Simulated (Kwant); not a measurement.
Model system: wire with an abrupt hard-wall neck in a Ge (holes) two-dimensional gas. Effective mass 0.06 mₑ, grid spacing 2.5 nm, hard walls, nominal width 51 nm (21 grid rows, so walls 55 nm apart), one parabolic valley, scattering region 180 nm long along x; energies count from the band bottom; Fermi energy swept from 0.00087044 to 0.0988 eV. Central neck 39 nm wide and 68 nm long.

Constants are typed, rounded textbook-type inputs, not results; the design itself was drawn at random and stands for no fabricated device.

Computed with Kwant: effective-mass tight-binding model on a square grid, one spin, coherent transport at 0 K. Conductance is in e²/h.

### Question
How many channels do the leads carry at E = 27.8, 30.7, 44.9 meV?

### Answer
The hard-wall thresholds are n² ħ²π²/(2mW²) = n² × 2.07 meV with W = 55 nm. √(27.8/2.07) = 3.67, so 3. √(30.7/2.07) = 3.85, so 3. √(44.9/2.07) = 4.65, so 4.
